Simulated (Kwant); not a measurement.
Model system: Ge/Si0.2Ge0.8 stack with 3 barriers. One parabolic valley. Leads of mass 0.12 mₑ with the band edge at 0; grid 0.1 nm; bias 0 V, dropping linearly over the stack.

```
layer  thickness (nm)  band offset (eV)  mass (mₑ)
-----  --------------  ----------------  ---------
1                 2.1              0.12       0.14
2                 5.1                 0       0.12
3                 2.1              0.12       0.14
4                 5.1                 0       0.12
5                 2.1              0.12       0.14
```

Constants are typed, rounded textbook-type inputs, not results; the design itself was drawn at random and stands for no fabricated device.

Model: one-band effective-mass tight-binding model in one dimension, coherent, no space charge (Kwant).

Sweep values stay those of the base run.

The width of the first well was swept, all else fixed.

```csv
width of the first well (nm),transmission at E = 89.93 meV,transmission at E = 135.0 meV,transmission at E = 180.0 meV,mean transmission over the sweep
3.1,0.13,0.17,0.60,0.24
4.1,0.042,0.23,0.61,0.28
5.1,0.030,0.66,0.83,0.34
6.1,0.037,0.64,0.87,0.32
7.6,0.22,0.18,0.58,0.23
```

From the first row to the last the transmission at E = 89.93 meV goes from 0.13 to 0.22. From the first row to the last the transmission at E = 135.0 meV goes from 0.17 to 0.18.
